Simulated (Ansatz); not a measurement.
# Ladder of methods for the equilibrium volume per atom of TiO (C2/m, No. 12)

Reference value: 10.80 Å³/atom (measured, temperature not stated, copied from a table, unchecked, not corrected to a static lattice; as tabulated in Acta Crystallographica 23, 307 (1967)).

Q: What do LDA, PBEsol, r²SCAN-D4, r²SCAN+rVV10 give, and how far is each from the reference?

A: 
| level (code) | value (Å³/atom) | difference (%) |
|---|---|---|
| LDA (Ansatz) | 10.15 | -6.0 |
| PBEsol (Ansatz) | 10.44 | -3.3 |
| r²SCAN-D4 (Ansatz) | 10.61 | -1.8 |
| r²SCAN+rVV10 (Ansatz) | 10.60 | -1.9 |

Nearest, and alike: r²SCAN-D4 (-1.8 %), r²SCAN+rVV10 (-1.9 %). Farthest off: LDA (-6.0 %). All 4 levels lie below the reference.

The measured value isn't corrected to a static lattice, so vibrations enter the comparison. A static lattice is as a rule a little smaller than the measured one.  LDA, PBEsol, r²SCAN-D4, r²SCAN+rVV10: the run has no spin polarisation, so it can have missed a magnetic state. Ansatz's density-functional and Hartree–Fock values are scalar-relativistic unless marked +SOC, with PAW data made under PBE.

Differences are worked out from the printed values.

Ansatz is a first-principles code.
